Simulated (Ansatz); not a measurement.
The parent structure is a 24-atom supercell of Si in the diamond structure (space group Fd-3m, No. 227; a = 5.434 Å) at its relaxed geometry.

All numbers come from Ansatz (a first-principles code) PBEsol, no spin-orbit coupling.

One neutral defect a cell, atoms relaxed at fixed cell.

One change was made to it. Results:

The largest displacement of a host atom from its site in the perfect cell amounts to 0.36 Å; the total moment of the cell is 0.0 μB; the pressure goes from zero to -4.6 GPa.

### Question
Which change produced these results?
A) Mn on a Si site, symmetric start
B) Si interstitial (started 2.35 Å from the nearest host atom)
C) Pb on a Si site, symmetric start
D) Li interstitial (started 2.35 Å from the nearest host atom)
E) C on a Si site

### Answer
E, C on a Si site. For comparison, the pressure in the other runs: Li interstitial (started 2.35 Å from the nearest host atom) gives 0.7 GPa; Mn on a Si site, symmetric start gives 0.0 GPa; Si interstitial (started 2.35 Å from the nearest host atom) gives 1.5 GPa; Pb on a Si site, symmetric start gives 2.8 GPa.

The magnetic state is the one reached from the starting moments; the real material's order can differ, and small cells can't hold many antiferromagnetic ones. In so small a cell the defect repeats every few ångströms: this is an ordered compound, not a dilute defect. The mesh was chosen for an insulator and is coarse for the gapless case. Defects with a symmetric start kept the site's symmetry and may sit on a saddle; the others started slightly shaken. Starting moments died away, wholly or in part, for C on a Si site, Li interstitial (started 2.35 Å from the nearest host atom), Si interstitial (started 2.35 Å from the nearest host atom) and Pb on a Si site; another magnetic solution may exist. Gaps under 0.05 eV, about the width of the smearing, are given as zero.
